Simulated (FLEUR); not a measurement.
**Worked example: self-consistent single point of SiNi (P2_13, 8 atoms in the cell) in FLEUR**

Method of the run: PBEsol, all-electron FLAPW (FLEUR), scalar-relativistic valence.

Input:

Input of the input generator:

```
scf SiNi
&input film=f /
1.0000000000 0.0000000000 0.0000000000
0.0000000000 1.0000000000 0.0000000000
0.0000000000 0.0000000000 1.0000000000
8.4783998773
1.0 1.0 1.0

8
14 0.6531700000 0.1531700000 0.3468300000
14 0.8468300000 0.8468300000 0.8468300000
14 0.1531700000 0.3468300000 0.6531700000
14 0.3468300000 0.6531700000 0.1531700000
28 0.3505000000 0.8505000000 0.6495000000
28 0.1495000000 0.1495000000 0.1495000000
28 0.8505000000 0.6495000000 0.3505000000
28 0.6495000000 0.3505000000 0.8505000000

&comp jspins=1 /
&exco xctyp='PBEs' /
&kpt div1=8 div2=8 div3=8 gamma=t /
&end /
```

```xml
<?xml version="1.0" encoding="UTF-8" standalone="no"?>
<fleurInput fleurInputVersion="0.39">
   <comment>
      scf SiNi                                                                                            
   </comment>
   <calculationSetup>
      <cutoffs Kmax="4.1" Gmax="16.4" GmaxXC="16.4" numbands="0"/>
      <scfLoop itmax="100" minDistance="0.00001" maxIterBroyd="15" imix="Anderson" alpha="0.05" precondParam="0.0" spinf="2.0"/>
      <coreElectrons ctail="T" frcor="F" kcrel="0" coretail_lmax="0"/>
      <xcFunctional name="PBEs" relativisticCorrections="F"/>
      <magnetism jspins="1"/>
      <soc l_soc="F" theta="0.0" phi="0.0" spav="F"/>
      <expertModes spex="0" secvar="F"/>
      <geometryOptimization l_f="T" forcealpha="1.0" forcemix="BFGS" epsdisp="0.00001" epsforce="0.00001"/>
      <ldaU l_linMix="F" mixParam="0.05" spinf="1.0"/>
   </calculationSetup>
   <cell>
      <bzIntegration valenceElectrons="80.0" mode="gauss" fermiSmearingEnergy="0.00734986">
         <kPointListSelection listName="default-1"/>
         <!-- k-points included here -->
         <xi:include xmlns:xi="http://www.w3.org/2001/XInclude" href="kpts.xml"> </xi:include>
      </bzIntegration>
      <!-- symmetry operations included here -->
      <xi:include xmlns:xi="http://www.w3.org/2001/XInclude" href="sym.xml"> </xi:include>
      <bulkLattice scale="1.0">
         <bravaisMatrix>
            <row-1>    8.4783998772999993     0.0000000000000000     0.0000000000000000</row-1>
            <row-2>    0.0000000000000000     8.4783998772999993     0.0000000000000000</row-2>
            <row-3>    0.0000000000000000     0.0000000000000000     8.4783998772999993</row-3>
         </bravaisMatrix>
      </bulkLattice>
   </cell>
   <atomSpecies>
      <species name="Silicon (Si)" element="Si" atomicNumber="14">
         <mtSphere radius="1.60" gridPoints="565" logIncrement="0.02"/>
         <atomicCutoffs lmax="6" lnonsphr="4"/>
         <electronConfig flipSpins="F">
            <coreConfig>(1s1/2) (2s1/2) (2p1/2) (2p3/2)</coreConfig>
            <valenceConfig>(3s1/2) (3p1/2) (3p3/2)</valenceConfig>
            <stateOccupation state="(3p1/2)" spinUp="0.3333333333333" spinDown="0.3333333333333"/>
            <stateOccupation state="(3p3/2)" spinUp="0.6666666666667" spinDown="0.6666666666667"/>
         </electronConfig>
         <energyParameters s="3" p="3" d="3" f="4"/>
      </species>
      <species name="Nickel (Ni)" element="Ni" atomicNumber="28">
         <mtSphere radius="2.39" gridPoints="843" logIncrement="0.015"/>
         <atomicCutoffs lmax="10" lnonsphr="8"/>
         <electronConfig flipSpins="F">
            <coreConfig>(1s1/2) (2s1/2) (2p1/2) (2p3/2) (3s1/2)</coreConfig>
            <valenceConfig>(3p1/2) (3p3/2) (4s1/2) (3d3/2) (3d5/2)</valenceConfig>
            <stateOccupation state="(3d3/2)" spinUp="1.6" spinDown="1.6"/>
            <stateOccupation state="(3d5/2)" spinUp="2.4" spinDown="2.4"/>
         </electronConfig>
         <energyParameters s="4" p="4" d="3" f="4"/>
         <lo type="SCLO" l="1" n="3" eDeriv="0"/>
      </species>
   </atomSpecies>
   <atomGroups>
      <atomGroup species="Silicon (Si)">
         <relPos label="                   1">-.3468300000 .1531700000 .3468300000</relPos>
         <relPos label="                   2">-.1531700000 -.1531700000 -.1531700000</relPos>
         <relPos label="                   3">.1531700000 .3468300000 -.3468300000</relPos>
         <relPos label="                   4">.3468300000 -.3468300000 .1531700000</relPos>
         <force calculate="T" relaxXYZ="TTT"/>
      </atomGroup>
      <atomGroup species="Nickel (Ni)">
         <relPos label="                   5">.3505000000 -.1495000000 -.3505000000</relPos>
         <relPos label="                   6">.1495000000 .1495000000 .1495000000</relPos>
         <relPos label="                   7">-.1495000000 -.3505000000 .3505000000</relPos>
         <relPos label="                   8">-.3505000000 .3505000000 -.1495000000</relPos>
         <force calculate="T" relaxXYZ="TTT"/>
      </atomGroup>
   </atomGroups>
   <output dos="F" band="F" slice="F">
      <checks vchk="F" cdinf="F"/>
      <bandDOS minEnergy="-.5*Htr" maxEnergy="0.5*Htr" sigma="0.015" storeEVData="T"/>
      <vacuumDOS vacdos="F" integ="F" star="F" nstars="0" locx1="0.0" locy1="0.0" locx2="0.0" locy2="0.0" nstm="0" tworkf="0.0"/>
      <unfoldingBand unfoldBand="F" supercellX="1" supercellY="1" supercellZ="1"/>
      <plotting iplot="0" polar="F">
         <plot TwoD="T" vec1="  1.0  0.0  0.0" vec2="  0.0  1.0  0.0" vec3="  0.0  0.0  1.0" zero="  0.0  0.0  0.0" file="plot"/>
      </plotting>
      <chargeDensitySlicing numkpt="0" minEigenval="0.0" maxEigenval="0.0" nnne="0" pallst="F"/>
      <specialOutput eonly="F"/>
      <magneticCircularDichroism mcd="F" energyLo="-10.0" energyUp="0.0"/>
   </output>
  <!-- We include the file relax.xml here to enable relaxations (see documentation) -->
  <xi:include xmlns:xi="http://www.w3.org/2001/XInclude" href="relax.xml"> <xi:fallback/> </xi:include>
</fleurInput>
```

Log, with long lists cut:

```
      Welcome to FLEUR        (www.flapw.de)
      MaX-Release 8.1          (www.max-centre.eu)

 ========== k-point set info ==========
 Selected k-point list: default-1
 k-point list type: mesh
 8 x 8 x 8
 Number of k points: 45

 ------------Calculation Setup---------------------------
           1           3           5           9          15          45
 Number of basis functions:          763
 Iteration:     1   Distance:      15.58861036 me/bohr^3
 Iteration:     2   Distance:      11.00314433 me/bohr^3
 Iteration:     3   Distance:       7.26537560 me/bohr^3
 Iteration:     4   Distance:       4.84091577 me/bohr^3
 Iteration:     5   Distance:       5.56538591 me/bohr^3
 Iteration:     6   Distance:       0.76136661 me/bohr^3
   [... 4 lines left out ...]
 Iteration:    11   Distance:       0.00097584 me/bohr^3
 Iteration:    12   Distance:       0.00063316 me/bohr^3
 Iteration:    13   Distance:       0.00012538 me/bohr^3
 Iteration:    14   Distance:       0.00006948 me/bohr^3
 Iteration:    15   Distance:       0.00000491 me/bohr^3
 Reset of history
 Run finished successfully
 Stop message:
   Structural relaxation: new displacements generated

[file out, last iteration]
             iter=     16
          p o t e n t i a l   g e n e r a t o r
[...]
          integral of pseudo charge density inside the slab=        0.000000   0.000000
     coulomb potential in the interstitial region:
          density-coulomb potential integrals
          total density-coulomb potenti   -10999.7205567925
          density-effective potential integrals for spin  1
          total density-effective poten   -1.1432966432E+04
          charge density-energy density integrals
          total charge density-energy d   -3.3095322702E+02
 Updated energy parameters for spin:           1
  Atom    1 3s branch from -4.47 to  3.46 htr. ; e_l = -0.2459
  Atom    1 3p branch from -2.85 to  3.84 htr. ; e_l = -0.1054
  Atom    1 3d branch from -9.99 to  3.59 htr. ; e_l =  0.0640
  Atom    1 4f branch from -9.99 to  7.39 htr. ; e_l =  0.2257
  Atom    2 4s branch from -3.36 to  1.53 htr. ; e_l =  0.2272
  Atom    2 4p branch from -1.91 to  2.10 htr. ; e_l =  0.3663
  Atom    2 3d branch from -9.99 to  0.43 htr. ; e_l =  0.3359
  Atom    2 4f branch from -9.99 to  3.47 htr. ; e_l =  0.6856
  Atom    2 3p branch from-30.31 to -1.91 htr. ; e_l(l -1.9181
[...]
 fermi energy and band-weighting factors:
at   0.00000   0.00000   0.00000   k-weight:    0.001953
   61 eigenvalues :
   -1.921123   -1.921123   -1.921123   -1.920376   -1.916083   -1.916083   -1.916083   -1.915368
   -1.915368   -1.915097   -1.915097   -1.915097   -0.073595    0.126987    0.126987    0.126987
    0.218496    0.218496    0.218496    0.278715    0.278715    0.278715    0.300432    0.302045
    0.302045    0.312773    0.312773    0.312773    0.327503    0.327503    0.327503    0.365179
    0.365179    0.365179    0.368406    0.368406    0.392317    0.392317    0.392317    0.489855
    0.489855    0.489855    0.504052    0.504052    0.527454    0.527454    0.527454    0.578982
    0.620276    0.620276    0.620276    0.721591    0.721591    0.721591    0.738774    0.778081
    0.778081    0.778081    0.794162    0.961803    0.961803
   [... lines left out ...]
          first approx. to ef    (T=0)  :   0.451046 htr   (energy of the highest occ. eigenvalue)
          total moment                 =     0.00000
 Direct bandgap for spin            1 :    7.8290797875606999E-003  Htr
   [... lines left out ...]
          0.00031865  electrons lost from core.
          total charge for spin  1=  167.999991
          interst. charge =      14.090824
          mt charge=             10.817569   27.659723
          total charge  =  167.999991
          zc=   168.000000     qfix=    1.000000
     t o t a l  e n e r g y
          sum of eigenvalues =             -4097.5687890313
          density-coulomb potential int   -10999.7205567925
          density-effective potential i   -11432.9664316077
          charge density-ex.-corr.energ     -330.9532270231
          el.-nucl. inter. diff. m.t.       1347.3619577764
          Madelung term for atom type:       -52.1079636875
          el.-nucl. inter. diff. m.t.       7311.7642749203
          Madelung term for atom type:       -29.7572956553
 ---->    total energy=                    -7236.4073548825 htr
 ---->    (input%tkb*entropy) TS=              0.0000000000 htr
 ---->    free energy=                     -7236.4073548825 htr
      extrapolation for T->0
 ---->    total electron energy=           -7236.4073548825 htr
 ***** TOTAL FORCES ON ATOMS *****
 TOTAL FORCE FOR ATOM TYPE=  1  X= -2.941   Y=  1.299   Z=  2.941
                       FX_TOT= 0.000514 FY_TOT= 0.000514 FZ_TOT=-0.000514
 TOTAL FORCE FOR ATOM TYPE=  2  X=  2.972   Y= -1.268   Z= -2.972
                       FX_TOT= 0.000258 FY_TOT= 0.000258 FZ_TOT=-0.000258
```

The run converged in 15 iterations. FLEUR gives forces in its relaxation mode, with a further iteration, so its stop message speaks of a relaxation.

The starting cell comes from a database of computed structures (which also holds hypothetical and non-ambient phases and stackings), without a prior relaxation at this level. Its lattice was rescaled by a random factor within 2.5 % of one. Spin polarisation is off. Values depend on the basis (sphere radii, cutoffs, local orbitals), which need not be converged. The log's line on a gap gives a spacing of levels on this mesh, which the program prints for metals too.

Cost on one core of a shared machine: roughly 20 min.
